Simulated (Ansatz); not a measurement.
An Ansatz (a first-principles code) run: Ti with a change (isotropic strain −4.10 %); Ansatz r2SCAN, no SOC.

Input:

Ansatz 0.2 input:
```yaml
crystal:
  lattice:
    - [2.8159989045, 0, 0]
    - [-1.4079994522, 2.4387265883, 0]
    - [0, 0, 4.449971846]
  atoms:
    - { symbol: Ti, position: [0.3333333333, 0.6666666667, 0.75] }
    - { symbol: Ti, position: [0.6666666667, 0.3333333333, 0.25] }
basis: { ecutwfc: 500, ecutrho_ratio: 4, xc_grid: 4, fft_grid_basis: typed }
kpoints: { mp_grid: { grid: [23, 23, 13] } }
hamiltonian:
  xc: r2scan
  dispersion: none
  pseudopotentials: { kind: paw }
scf: { occupations: { method: fermi_dirac, width: 0.1 }, convergence: { dr2_threshold: 0.0000000002 } }
relax: { f_tol: 0.005, max_steps: 50 }
output: { forces: true, stress: true }
checkpoint: { write: state.ck, write_every: 1000 }
```

Output (explanatory and most iteration lines left out):

```
Relaxation: its limit of steps is 50 (relax.max_steps)
Pseudopotential: Ti, paw, valence charge 12
Crystal: 2 atoms, lattice volume = 30.560 Å³
Basis set: ecut = 500 eV, 761 PW (Γ), exchange–correlation on 96×96×144 points (64 copies of the dense FFT grid, shifted against one another)
Bands: 16, of which v1, the nominal top of the filled ones, is band 12 counted from 1 (11 counted from 0)
Symmetry: 24 space group operations
Space group: P63/mmc (ITA 194), of the structure as read, at distance tolerance 3.1e-5 Å
k-points: 392 of 6877
Functional: x = r2scan, c = r2scan; τ floored in thin density (d = 2e-4 eV/Å³)
SCF iter   1: F=—  HF=-5008.470563 eV  |F-HF|=—  |Δ(HF+E_count)|=         —  Δρ=1.56e-2  dr2=6.09e-2  dr2_τ=2.59e-2  ethr=1.77e-3  ⟨swp⟩=3.5  Hψ=26542  notcnv=0
SCF iter   2: F=—  HF=-5008.557254 eV  |F-HF|=—  |Δ(HF+E_count)|=   8.67e-2  Δρ=6.37e-3  dr2=9.38e-3  dr2_τ=6.13e-4  ethr=2.54e-4  ⟨swp⟩=2.2  Hψ=14166  notcnv=0
SCF 1 converged in 7 iterations: F = -5008.558827 eV  dr2 = 1.74e-10
relax step   1: F+E_penalty+E_count = -5008.55882741 eV  Δ(F+E_penalty+E_count) = +0.000e0 eV  max|allowed force component| = 3.331e-16 eV/Å  Δτ_max = 0.0000 Å  (7 SCF iters, accepted)
Crystal: 2 atoms, lattice volume = 30.560 Å³
SCF iter   1: F=—  HF=-5008.558827 eV  |F-HF|=—  |Δ(HF+E_count)|=         —  Δρ=9.66e-7  dr2=1.74e-10  dr2_τ=8.30e-12  ethr=1.00e-12  ⟨swp⟩=1.5  Hψ=37608  notcnv=0
SCF iter   2: F=-5008.558827 eV  HF=-5008.558827 eV  |F-HF|=2.36e-11  |Δ(HF+E_count)|=  3.00e-11  Δρ=4.07e-7  dr2=1.82e-11  dr2_τ=3.13e-12  ethr=1.00e-12  ⟨swp⟩=3.6  Hψ=17922  notcnv=0
SCF 2 converged in 2 iterations: F = -5008.558827 eV  dr2 = 1.82e-11
SCF converged after 2 iterations
Free energy (F): -5008.558827 eV
Internal energy: -5008.502063 eV  (E = F + TS)
E sigma→0 (E₀):  -5008.530445 eV
Entropy (-TS):   -0.056764 eV (-28.382 meV/atom)
Fermi energy:    15.540290 eV
--- Forces (eV/Å), atoms counted from 1 ---
  atom   1  Ti     0.00000000    -0.00000000     0.00000000
  atom   2  Ti    -0.00000000     0.00000000     0.00000000
--- Stress (GPa, compression-positive) ---
       18.144188       0.000000       0.000000
        0.000000      18.144188       0.000000
        0.000000       0.000000      18.111136
  P = ⅓ Tr σ = 18.1332 GPa (181.332 kbar)
--- Relaxed structure (1 steps of the walk, 1 accepted, 0 SCFs on fresh bases) ---
  atoms:
    - { symbol: Ti, position: [0.3333333333333333, 0.6666666666666665, 0.75] }
    - { symbol: Ti, position: [0.6666666666666667, 0.3333333333333333, 0.25] }
```

Stability against distortions was not tested. All final runs are without spin polarisation. The cell was made from Ti in the hcp (Mg type) structure (space group P6_3/mmc, No. 194) by this change: isotropic strain −4.10 %.
